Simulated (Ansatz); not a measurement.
Base system: SnTe in the rock salt structure (space group Fm-3m, No. 225; a = 6.3712 Å). Axes: x, y, z lie along the cube axes.

Method: Ansatz (a first-principles code) r2SCAN, spin-orbit coupling left out, earlier PAW set.

A first run, uniaxial strain ε_zz = +2.01 %, gives secant values C11 ≈ 110 GPa and C12 ≈ 3.3 GPa from its stress. A second run applies biaxial strain −0.90 %, plane normal [001], relaxed out of plane.

Q: What does linear elasticity predict for −ε⊥/ε∥ in the second run, and what does the run give?

A: Linear elasticity: 2 C12/C11 = 0.06. The run gives 0.05; any difference comes from nonlinear terms at these strains and numerical noise.

No phonon test of stability was made.
